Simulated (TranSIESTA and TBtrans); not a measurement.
Junction: Pb chain with a H atom beside one bond. Leads: straight Pb chain, spacing 2.85 Å. Geometry: 3 atoms about the centre moved by SIESTA (PBE, DZP) to a largest force of 0.03 eV/Å, all others as built. Transport runs along z; the first 4 and the last 4 of the 17 atoms are the lead cells, repeated to infinity.

```xyz
17
Lattice="9.000 0.000 0.000 0.000 9.000 0.000 0.000 0.000 45.600" Properties=species:S:1:pos:R:3 pbc="F F T"
Pb     4.500     4.500     0.000
Pb     4.500     4.500     2.850
Pb     4.500     4.500     5.700
Pb     4.500     4.500     8.550
Pb     4.500     4.500    11.400
Pb     4.500     4.500    14.250
Pb     4.500     4.500    17.100
Pb     4.591     4.500    19.966
Pb     4.598     4.500    22.787
Pb     4.500     4.500    25.650
Pb     4.500     4.500    28.500
Pb     4.500     4.500    31.350
H      6.147     4.500    21.367
Pb     4.500     4.500    34.200
Pb     4.500     4.500    37.050
Pb     4.500     4.500    39.900
Pb     4.500     4.500    42.750
```

Run with TranSIESTA and TBtrans (open boundaries, self-consistent; PseudoDojo norm-conserving potentials, scalar-relativistic): PAO.BasisSize DZP, PAO.EnergyShift 0.15 eV, XC.Authors PBE, Mesh.Cutoff 200 Ry, ElectronicTemperature 300 K, TS.Voltage 0.0 eV, TBT.Elecs.Eta 0.001 eV, no spin polarisation.

Energies count from the leads' Fermi level. Transmissions are for one spin of a degenerate pair. The energy step is 0.01 eV; narrower resonances are cut or missed.

| E (eV) | T |
|---|---|
| -0.20 | 2.35 |
| -0.15 | 2.38 |
| -0.10 | 2.41 |
| -0.05 | 2.42 |
| 0.00 | 2.43 |
| 0.05 | 2.44 |
| 0.10 | 2.44 |
| 0.15 | 2.44 |
| 0.20 | 2.44 |

Problem. Give the zero-bias conductance in μS and the resistance at 300 K.

Solution. At the Fermi level T = 2.43. Averaged with −∂f/∂E over the full grid (kT = 25.9 meV) it is 2.43. With G0 = 2e²/h = 77.48 μS, G = 188 μS and R = 1/G = 5.32 kΩ.

Problem. The eigenchannels at the Fermi level transmit 0.998, 0.997, 0.437. What Fano factor of the shot noise follows at low temperature and bias?

Solution. F = Σ τ(1 − τ)/Σ τ = 0.251/2.43 = 0.10.

The straight chain is held at its spacing; free chains may zigzag or dimerise. No spin-polarised start was tried, so a magnetic state, if there is one, is missed. Spin-orbit coupling, left out here, matters for the heavy atoms.
